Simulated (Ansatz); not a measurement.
Start from KTaO$_{3}$ in the cubic perovskite structure (space group Pm-3m, No. 221; a = 4.0244 Å).

The change: cell and atoms relaxed at a pressure of 1.8 GPa.

Levels (all Ansatz, a first-principles code, PAW): PBE (420 eV, no spin-orbit coupling); PBE+SOC (420 eV, spin-orbit coupling included).

The geometry is relaxed with PBE.

| Quantity | Result |
|---|---|
| PBE pressure | 1.80 GPa |
| PBE band gap | 2.18 eV |

**Question.** Predict the hole mass, pressure, band gap and electron mass from PBE+SOC.

**Answer.** The hole mass (degenerate bands, along [100]) amounts to 1.0, 2.8 mₑ (at R); the pressure drops by 0.19 GPa to 1.61 GPa; the band gap falls by 0.14 eV to 2.04 eV; the electron mass (degenerate bands, along [100]) is 0.27, 0.76 mₑ (at Γ).

Single points use the geometry relaxed with PBE. Differences between runs with and without spin-orbit coupling are approximate. With Ta present, leaving out spin-orbit coupling can change the band edges. Load acts through the strain it causes; cell and atoms are relaxed under it. Effective masses come from finite differences of ±0.01 Å⁻¹. Stability against distortions was not tested.
